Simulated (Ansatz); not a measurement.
The parent structure is MgS in the rock salt structure (space group Fm-3m, No. 225; a = 5.203 Å).

Now apply this change: every Mg is replaced by Be; the structure is relaxed again.

Levels (all Ansatz, an electronic-structure program, PAW): r2SCAN (500 eV, spin-orbit coupling left out); HSE06+SOC (420 eV, noncollinear with spin-orbit coupling).

The geometry is relaxed with r2SCAN.

r2SCAN lowest conduction level above the VBM at special points: X 1.33 eV; U 2.68 eV; K 2.68 eV; Γ 6.20 eV

With HSE06+SOC at the same geometry, the lowest conduction level above the VBM at special points goes from X 1.33 eV; U 2.68 eV; K 2.68 eV; Γ 6.20 eV to X 1.74 eV; U 3.10 eV; K 3.10 eV; Γ 6.42 eV.

Single points use the geometry relaxed with r2SCAN. HSE06 gaps are upper bounds (no full band path). Differences between runs with and without spin-orbit coupling are approximate. The levels and masses belong to the bands next to the band gap. Whether these cells are dynamically stable was not tested. As relaxed here, BeS is a hypothetical phase, not in the database extracts checked.
